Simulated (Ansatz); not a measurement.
Results of LDA (Ansatz, a program for electronic structure, PAW) for CsCl-type CoAl.

Settings: plane-wave cutoff 500 eV, 20×20×20 k mesh, Fermi–Dirac smearing 0.1 eV, no spin polarisation, scalar-relativistic PAW data made under PBE.

Computed at the level's own relaxed cell.

Task: Give the computed equilibrium volume per atom and lattice parameter a.

Result: 
- equilibrium volume per atom: 10.91 Å³/atom
- lattice parameter a: 2.795 Å

Measured, for comparison: equilibrium volume per atom 11.71 Å³/atom, lattice constant a 2.861 Å (room temperature, no zero-point or thermal correction; as tabulated in Yamada et al. (2019), arXiv:1910.09660). Computed (rounded) less measured: equilibrium volume per atom -6.8 %, lattice constant a -2.3 %.

Computed values are for the static lattice.
